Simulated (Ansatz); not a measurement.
# L1₂ (Cu3Au-type) Ni3Fe: elastic constant C44 by level of theory

No measured value is used here.

```tsv
level (code)	value (GPa)	cell (Å³/atom)
LDA (Ansatz)	161	10.24
PBE (Ansatz)	129	11.13
PBEsol (Ansatz)	149	10.62
```

Spin-polarised runs: LDA (parallel moments), PBE (parallel moments), PBEsol (parallel moments). Each level is taken at its own relaxed cell. Ansatz's density-functional and Hartree–Fock values are scalar-relativistic unless marked +SOC, with PAW data made under PBE.

Ansatz is an electronic-structure program.
